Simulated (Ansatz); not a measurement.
An Ansatz (a quantum-chemistry and plane-wave program) run: TlSe; PBEsol, PAW, 420 eV (Ansatz; scalar-relativistic without spin-orbit coupling).

Input:

Ansatz 0.2 input:
```yaml
crystal:
  lattice:
    - [-3.9721893781, 3.9721893781, 3.4845346538]
    - [3.9721893781, -3.9721893781, 3.4845346538]
    - [3.9721893781, 3.9721893781, -3.4845346538]
  atoms:
    - { symbol: Tl, position: [0.75, 0.75, 0] }
    - { symbol: Tl, position: [0.25, 0.25, 0] }
    - { symbol: Tl, position: [0.75, 0.25, 0.5] }
    - { symbol: Tl, position: [0.25, 0.75, 0.5] }
    - { symbol: Se, position: [0.1833280121, 0.6833280121, 0.8666560242] }
    - { symbol: Se, position: [0.8166719879, 0.3166719879, 0.1333439758] }
    - { symbol: Se, position: [0.6833280121, 0.8166719879, 0.5] }
    - { symbol: Se, position: [0.3166719879, 0.1833280121, 0.5] }
basis: { ecutwfc: 420, ecutrho_ratio: 4, xc_grid: 2, fft_grid_basis: typed }
kpoints: { mp_grid: { grid: [9, 9, 9] } }
hamiltonian:
  xc: pbesol
  dispersion: none
  pseudopotentials: { kind: paw }
scf: { occupations: { method: fermi_dirac, width: 0.05 }, convergence: { dr2_threshold: 0.0000000008 } }
output: { forces: true, stress: true }
```

Output (explanatory and most iteration lines left out):

```
Pseudopotential: Tl, paw, valence charge 13
Pseudopotential: Se, paw, valence charge 16
Crystal: 8 atoms, lattice volume = 219.920 Å³
Basis set: ecut = 420 eV, 4263 PW (Γ), exchange–correlation on 90×90×90 points (8 copies of the dense FFT grid, shifted against one another)
Bands: 66, of which v1, the nominal top of the filled ones, is band 58 counted from 1 (57 counted from 0)
Symmetry: 16 space group operations
Space group: I4/mcm (ITA 140), of the structure as read, at distance tolerance 6.0e-5 Å
k-points: 75 of 729
Functional: x = pbesol(κ = 0.804, μ = 0.12345679012345678), c = pbesol(β = 0.046)
SCF iter   1: F=—  HF=-66881.527937 eV  |F-HF|=—  |Δ(HF+E_count)|=         —  Δρ=3.07e-3  dr2=2.99e-2  ethr=1.77e-3  ⟨swp⟩=6.0  Hψ=19409  notcnv=0
SCF iter   2: F=—  HF=-66881.519799 eV  |F-HF|=—  |Δ(HF+E_count)|=   8.14e-3  Δρ=1.57e-3  dr2=8.26e-3  ethr=2.58e-5  ⟨swp⟩=2.4  Hψ=10235  notcnv=0  defer=44
SCF 1 converged in 9 iterations: F = -66881.517796 eV  dr2 = 7.59e-10
SCF converged after 9 iterations
Free energy (F): -66881.517796 eV
Internal energy: -66881.513986 eV  (E = F + TS)
E sigma→0 (E₀):  -66881.515891 eV
Entropy (-TS):   -0.003810 eV (-0.476 meV/atom)
Fermi energy:    8.568584 eV
--- Forces (eV/Å), atoms counted from 1 ---
  atom   1  Tl     0.00000000     0.00000000     0.00000000
  atom   2  Tl     0.00000000     0.00000000     0.00000000
  atom   3  Tl     0.00000000     0.00000000     0.00000000
  atom   4  Tl    -0.00000000     0.00000000     0.00000000
  atom   5  Se    -0.00067352    -0.00067352     0.00000000
  atom   6  Se     0.00067352     0.00067352     0.00000000
  atom   7  Se     0.00067352    -0.00067352     0.00000000
  atom   8  Se    -0.00067352     0.00067352     0.00000000
--- Stress (GPa, compression-positive) ---
       -0.009715      -0.000000       0.000000
       -0.000000      -0.009715       0.000000
       -0.000000       0.000000      -0.001144
  P = ⅓ Tr σ = -0.0069 GPa (-0.069 kbar)
```

With Tl present, leaving out spin-orbit coupling can change the band edges. Whether these cells are dynamically stable was not tested. The final runs are not spin-polarised. The cell is TlSe (space group I4/mcm, No. 140).
